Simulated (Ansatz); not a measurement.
Results of PBEsol-D3(BJ) in Ansatz (plane waves, PAW) for C11b MoSi2.

Numerical settings: plane-wave cutoff 520 eV, 24×24×24 k mesh, Fermi–Dirac smearing 0.05 eV, no spin polarisation, scalar-relativistic PAW data made under PBE.

Response to compression and expansion:

Shape and atoms are relaxed at each volume.

```
V (Å³/atom)  P (GPa)  c (Å)  a (Å)
-----------  -------  -----  -----
12.362         10.47  7.665  3.111
12.620          4.96  7.710  3.134
12.877          0.00  7.755  3.156
13.135         -4.45  7.799  3.179
13.392         -8.45  7.843  3.201
```

Note: the bulk modulus comes from volumes at which shape and atoms were relaxed.

Ansatz is a quantum-chemistry and plane-wave program.
